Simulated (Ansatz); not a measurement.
An Ansatz (a first-principles code) run: PbTe with a change (biaxial strain +0.42 %, plane normal [111], relaxed out of plane); PBEsol (Ansatz, PAW, scalar-relativistic without spin-orbit coupling).

Input:

Ansatz 0.2 input:
```yaml
crystal:
  lattice:
    - [4.574375783, 0, 0]
    - [2.2871878915, 3.9615256345, 0]
    - [2.2871878915, -1.3205085448, 3.7115303387]
  atoms:
    - { symbol: Te, position: [0, 0.5, 0.5] }
    - { symbol: Pb, position: [0, 0, 0] }
basis: { ecutwfc: 420, ecutrho_ratio: 4, xc_grid: 2, fft_grid_basis: typed }
kpoints: { mp_grid: { grid: [9, 9, 9] } }
hamiltonian:
  xc: pbesol
  dispersion: none
  pseudopotentials: { kind: paw }
scf: { occupations: { method: fermi_dirac, width: 0.05 } }
relax: { f_tol: 0.005, max_steps: 50, cell: { stress_tol: 0.01, fix: [a, b, gamma] } }
output: { forces: true, stress: true }
checkpoint: { write: state.ck, write_every: 1000 }
```

Output (explanatory and most iteration lines left out):

```
Relaxation: its limit of steps is 50 (relax.max_steps)
Pseudopotential: Te, paw, valence charge 16
Pseudopotential: Pb, paw, valence charge 14
Crystal: 2 atoms, lattice volume = 67.259 Å³
Basis set: ecut = 420 eV, 1351 PW (Γ), exchange–correlation on 64×64×64 points (8 copies of the dense FFT grid, shifted against one another)
Bands: 19, of which v1, the nominal top of the filled ones, is band 15 counted from 1 (14 counted from 0)
Symmetry: 12 space group operations
Space group: R-3m (ITA 166), of the structure as read, at distance tolerance 4.1e-5 Å
k-points: 85 of 729
Functional: x = pbesol(κ = 0.804, μ = 0.12345679012345678), c = pbesol(β = 0.046)
SCF iter   1: F=—  HF=-18657.193544 eV  |F-HF|=—  |Δ(HF+E_count)|=         —  Δρ=2.13e-3  dr2=5.15e-3  ethr=1.77e-3  ⟨swp⟩=6.6  Hψ=8492  notcnv=0
SCF iter   2: F=—  HF=-18657.189877 eV  |F-HF|=—  |Δ(HF+E_count)|=   3.67e-3  Δρ=8.62e-4  dr2=5.32e-4  ethr=1.72e-5  ⟨swp⟩=2.3  Hψ=3521  notcnv=0
SCF 1 converged in 6 iterations: F = -18657.189805 eV  dr2 = 6.41e-9
relax step   1: F+E_penalty+E_count = -18657.18980516 eV  Δ(F+E_penalty+E_count) = +0.000e0 eV  max|allowed force component| = 1.657e-29 eV/Å  Δτ_max = 0.0000 Å  P = -0.271 GPa  Ω = 67.259 Å³  fix = [a, b, gamma]  reactions: a -0.333, b -0.333 GPa  (6 SCF iters, dr2 threshold 1.00e-7 eV, accepted)
Crystal: 2 atoms, lattice volume = 67.102 Å³
Basis set: ecut = 420 eV, 1339 PW (Γ), exchange–correlation on 64×64×64 points (8 copies of the dense FFT grid, shifted against one another)
SCF iter   1: F=—  HF=-18657.189899 eV  |F-HF|=—  |Δ(HF+E_count)|=         —  Δρ=5.66e-5  dr2=4.33e-6  ethr=6.29e-8  ⟨swp⟩=3.0  Hψ=10428  notcnv=0
SCF iter   2: F=—  HF=-18657.189899 eV  |F-HF|=—  |Δ(HF+E_count)|=   1.29e-7  Δρ=2.32e-5  dr2=5.42e-7  ethr=1.44e-8  ⟨swp⟩=2.0  Hψ=1862  notcnv=0
SCF 2 converged in 3 iterations: F = -18657.189899 eV  dr2 = 4.41e-8
relax step   2: F+E_penalty+E_count = -18657.18989870 eV  Δ(F+E_penalty+E_count) = -9.354e-5 eV  max|allowed force component| = 1.972e-30 eV/Å  Δτ_max = 0.0000 Å  P = -0.170 GPa  Ω = 67.102 Å³  energy of the carried Pulay correction = +2.141e-5 eV  fix = [a, b, gamma]  reactions: a -0.254, b -0.254 GPa  (3 SCF iters, dr2 threshold 5.43e-8 eV, accepted)
Crystal: 2 atoms, lattice volume = 67.102 Å³
SCF iter   1: F=—  HF=-18657.189877 eV  |F-HF|=—  |Δ(HF+E_count)|=         —  Δρ=8.60e-6  dr2=4.98e-8  ethr=2.17e-7  ⟨swp⟩=3.7  Hψ=13024  notcnv=0
SCF iter   2: F=—  HF=-18657.189877 eV  |F-HF|=—  |Δ(HF+E_count)|=   9.77e-8  Δρ=3.78e-6  dr2=8.12e-9  ethr=1.66e-10  ⟨swp⟩=3.0  Hψ=3155  notcnv=0
SCF 3 converged in 6 iterations: F = -18657.189877 eV  dr2 = 8.13e-14
SCF converged after 6 iterations
Free energy (F): -18657.189877 eV
Internal energy: -18657.189871 eV  (E = F + TS)
E sigma→0 (E₀):  -18657.189874 eV
Entropy (-TS):   -0.000006 eV (-0.003 meV/atom)
Fermi energy:    8.971198 eV
--- Forces (eV/Å), atoms counted from 1 ---
  atom   1  Te     0.00000000     0.00000000     0.00000000
  atom   2  Pb     0.00000000     0.00000000     0.00000000
--- Stress (GPa, compression-positive) ---
       -0.253869       0.000000       0.000000
        0.000000      -0.253869       0.000000
        0.000000       0.000000      -0.000545
  P = ⅓ Tr σ = -0.1694 GPa (-1.694 kbar)
--- Relaxed structure (2 steps of the walk, 2 accepted, 1 SCFs on fresh bases) ---
  cell:  # Å, volume = 67.1022 Å³
    - [4.574375782980178, -1.0893356807605456e-41, 1.8052691903975031e-35]
    - [2.287187891490089, 3.9615256345171663, -1.7789267949137755e-11]
    - [2.287187891490089, -1.3205085448224274, 3.7029056296990523]
  atoms:
    - { symbol: Te, position: [0.0, 0.5, 0.5] }
    - { symbol: Pb, position: [-5.482105976261636e-38, 0.0, -3.141819817790545e-89] }
```

With Pb and Te present, leaving out spin-orbit coupling can change the band edges. Whether these cells are dynamically stable was not tested. The cell was made from PbTe in the rock salt structure (space group Fm-3m, No. 225) by this change: biaxial strain +0.42 %, plane normal [111], relaxed out of plane.
